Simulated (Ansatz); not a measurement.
The starting structures come from a database of crystals and need not be the phases stable at ambient conditions.

By PBEsol, the system below comes out a metal.

Data:

```xyz
2
Lattice="2.9697 0.0000 0.0000 0.0000 5.2634 0.0000 1.4848 -2.6317 2.4781" Properties=species:S:1:pos:R:3 pbc="T T T"
Ga     2.6666     2.6317     0.0000
As     0.1413     0.0000     0.0000
```

The cell is taken as given; by PBEsol it stands under a pressure of -3.8 GPa.

The current flows along the normal of the first two printed cell vectors. No spin-orbit coupling; the value is a mean over 0.1 eV about the Fermi level.

Task: Compute, with PBEsol run with Ansatz (a first-principles code), the ballistic conductance per area.

Result: 0.75 × 10¹⁵ S/m² for both spins.
